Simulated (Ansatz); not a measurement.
## Al12W (Im-3, No. 204)

Calculation: LDA (Ansatz, an electronic-structure program, PAW).

Settings: plane-wave cutoff 520 eV, 10×10×10 k mesh, Fermi–Dirac smearing 0.05 eV, no spin polarisation, scalar-relativistic PAW data made under PBE.

Cell: relaxed at this level.

```
Item                       Result
------------------  -------------
band gap            zero (no gap)
lattice constant a        7.482 Å
```

Spin–orbit coupling is not included.

The computed numbers hold no vibrational or temperature effects.

It cost around 5 core-minutes (rough) of CPU time.
